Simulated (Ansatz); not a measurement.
## LaSi2: response to strain

Base system: LaSi2 (space group I4_1/amd, No. 141; a = 4.257 Å, c = 13.896 Å). Axes: x, y, z lie along a, b, c of the conventional cell.

Strains are applied to the cell and any free atomic positions relax; under biaxial strain the out-of-plane vector relaxes too.

All numbers come from PBEsol (Ansatz, a program for electronic structure, PAW, spin-orbit coupling left out).

Notes on the quantities. pressure: mean of the normal stresses, compression positive; energy relative to the base: free energy F.

| change | pressure | shortest interatomic distance | energy relative to the base |
|---|---|---|---|
| base | 0.0 GPa | 2.351 Å | 0 meV/atom |
| biaxial strain −0.37 %, plane normal [001], relaxed out of plane | 0.2 GPa | 2.356 Å | +0.1 meV/atom |
| biaxial strain +1.25 %, plane normal [001], relaxed out of plane | -0.7 GPa | 2.337 Å | +1.7 meV/atom |
| isotropic strain −5.10 % | 19.4 GPa | 2.236 Å | +160 meV/atom |

Without a gap, meshes like the base's 15×15×15 leave anisotropic stresses uncertain by several tenths of a GPa, and small strain energies with them. Whether these cells are dynamically stable was not tested. The final runs are not spin-polarised.
